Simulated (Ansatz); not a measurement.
The parent structure is LiF in the rock salt structure (space group Fm-3m, No. 225).

```yaml
crystal:
  lattice:
    - [0.00000, 2.00393, 2.00393]
    - [2.00393, 0.00000, 2.00393]
    - [2.00393, 2.00393, 0.00000]
  atoms:
    - { symbol: Li, position: [0.00000, 0.00000, 0.00000] }
    - { symbol: F, position: [0.50000, 0.50000, 0.50000] }
```

Cartesian axes are those of the cell as printed.

Calculations: Ansatz (a first-principles code) PBEsol, no spin-orbit coupling.

For the base:

| Item | Value |
|---|---|
| Electron mass | 0.88 mₑ (at Γ) |
| Volume per atom | 8.05 Å³ |

The change: biaxial strain +3.00 %, plane normal [001], relaxed out of plane (Cartesian); in-plane vectors clamped, the third vector and the atoms free.

Q: What happens to the electron mass, in-plane stress and volume per atom?

A: The electron mass goes from 0.88 mₑ (at Γ) to 0.86 mₑ (at Γ); the mean in-plane stress (compression positive) is -3.4 GPa; the volume per atom grows by 0.32 Å³, from 8.05 Å³ to 8.37 Å³.

The levels and masses belong to the bands next to the band gap. Effective masses come from finite differences of ±0.01 Å⁻¹. Stability against distortions was not tested.
